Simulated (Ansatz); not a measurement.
Formation energy of the localised charge states of Cr on the Ca site + O vacancy (Cr_Ca+V_O) in rock-salt CaO (start: the Ca site; O 2.42 Å away; 64-site cell, 2×2×2 shifted sampling) against the Fermi level, O-rich (Δμ(Ca) = -5.89 eV, Δμ(O) = 0.00 eV, Δμ(Cr) = -5.71 eV, bounded by CrO2 (P4_2/mnm); only phases computed here count, gases as isolated molecules at 0 K). These are PBE, PAW (plane waves to 420 eV; Ansatz, an electronic-structure program) values and carry that method's errors.

Charges with a result: +2, +1, 0, −1. Others weren't obtained, and one of them could lie lower, also by skipping a charge.

Set-up: 64-site cell; 2×2×2 shifted k-points; host gap 3.66 eV; charged states image-corrected; no Hubbard U; not converged in cell size; flagged in the runs: a strain field that reaches the edge of the cell.

```tsv
E_F − E_VBM (eV)	q = +2	q = +1	q = 0	q = −1
0.00	5.02	6.88	9.87	13.41
0.46	5.94	7.34	9.87	12.95
0.91	6.85	7.80	9.87	12.49
1.37	7.77	8.26	9.87	12.03
1.83	8.68	8.71	9.87	11.58
2.29	9.60	9.17	9.87	11.12
2.74	10.51	9.63	9.87	10.66
3.20	11.43	10.08	9.87	10.21
3.66	12.34	10.54	9.87	9.75
```

Crossings of the lowest lines: (+2/+1) at 1.86 eV; (+1/0) at 2.99 eV; (0/−1) at 3.53 eV.
